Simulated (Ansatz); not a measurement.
Levels about the gap of amorphous Si$_{30}$N$_{41}$Al (72 atoms in a cell of 809 Å³, 2.96 g/cm³; zone centre alone, so wide bands show as single levels with stretches between that a denser mesh fills), at the geometry that PBE relaxed, where it gives -2.2 GPa on a denser mesh. The participation number counts the atoms over which a state spreads; weights are charges in smoothed Voronoi cells. The levels come from a single point, so bond lengths are those of that geometry. Method of the levels: PBE, scalar-relativistic without spin-orbit coupling (Ansatz, a program for electronic structure). Sampling: the zone centre alone; Fermi-Dirac width 0.02 eV; no spin polarisation. At PBE the levels at the filled edge of the gap are localised (band-tail or defect states), and the nearest spread-out levels lie 3.2 eV apart at the zone centre.

The cell was made by melting and quenching with the CHGNet potential and then relaxed with DFT. N atoms were pushed apart under 1.9 Å during the dynamics, to hinder bonds among them. The hot cell started wider than the set density and was brought back towards it in steps. It is the lowest in DFT energy of 2 quenches. It is a model cell: composition and starting density were chosen by hand, and all elements were melted together. No dispersion term was used. Its density started from a set value of 2.96 and ended at 2.96 g/cm³. The simulated quench (nominally 300 K/ps over its main leg) is rapid and tends to freeze in more defects than a deposited or slowly cooled glass has. Values belong to this one cell and scatter from quench to quench. The volume was held where the preparation left it and the shape relaxed, at a PBE pressure of -2.2 GPa (tension). Stress components on the final sampling reach 2.3 GPa.

```json
[
 {"E - E(highest filled), eV": "-0.81", "filling": "filled", "participation number": "25.0", "largest on": "N, 3 neighbours", "weight N": "0.90", "weight Si": "0.10", "weight Al": "0.00"},
 {"E - E(highest filled), eV": "-0.76", "filling": "filled", "participation number": "15.8", "largest on": "N, 3 neighbours", "weight N": "0.90", "weight Si": "0.10", "weight Al": "0.00"},
 {"E - E(highest filled), eV": "-0.70", "filling": "filled", "participation number": "7.6", "largest on": "N, 3 neighbours", "weight N": "0.90", "weight Si": "0.10", "weight Al": "0.01"},
 {"E - E(highest filled), eV": "-0.61", "filling": "filled", "participation number": "18.6", "largest on": "N, 3 neighbours", "weight N": "0.90", "weight Si": "0.10", "weight Al": "0.00"},
 {"E - E(highest filled), eV": "-0.55", "filling": "filled", "participation number": "9.2", "largest on": "N, 3 neighbours", "weight N": "0.89", "weight Si": "0.10", "weight Al": "0.00"},
 {"E - E(highest filled), eV": "-0.43", "filling": "filled", "participation number": "9.2", "largest on": "N, 3 neighbours", "weight N": "0.91", "weight Si": "0.09", "weight Al": "0.00"},
 {"E - E(highest filled), eV": "0.00", "filling": "filled", "participation number": "7.3", "largest on": "N, 3 neighbours", "weight N": "0.89", "weight Si": "0.10", "weight Al": "0.01"},
 {"E - E(highest filled), eV": "2.55", "filling": "empty", "participation number": "32.8", "largest on": "Si, 4 neighbours", "weight N": "0.50", "weight Si": "0.49", "weight Al": "0.00"},
 {"E - E(highest filled), eV": "2.94", "filling": "empty", "participation number": "14.7", "largest on": "Si, 4 neighbours", "weight N": "0.43", "weight Si": "0.57", "weight Al": "0.00"},
 {"E - E(highest filled), eV": "3.42", "filling": "empty", "participation number": "36.8", "largest on": "Si, 4 neighbours", "weight N": "0.45", "weight Si": "0.55", "weight Al": "0.00"},
 {"E - E(highest filled), eV": "3.49", "filling": "empty", "participation number": "32.3", "largest on": "Si, 4 neighbours", "weight N": "0.44", "weight Si": "0.56", "weight Al": "0.00"},
 {"E - E(highest filled), eV": "3.64", "filling": "empty", "participation number": "34.0", "largest on": "Si, 4 neighbours", "weight N": "0.44", "weight Si": "0.55", "weight Al": "0.00"},
 {"E - E(highest filled), eV": "3.76", "filling": "empty", "participation number": "49.2", "largest on": "Si, 4 neighbours", "weight N": "0.45", "weight Si": "0.54", "weight Al": "0.01"},
 {"E - E(highest filled), eV": "3.81", "filling": "empty", "participation number": "41.7", "largest on": "Si, 4 neighbours", "weight N": "0.46", "weight Si": "0.53", "weight Al": "0.01"}
]
```

Most localised among these is the filled level at +0.00 eV, on a N atom, which has 3 neighbours (Si 1.74 Å, Si 1.76 Å, Si 1.78 Å).
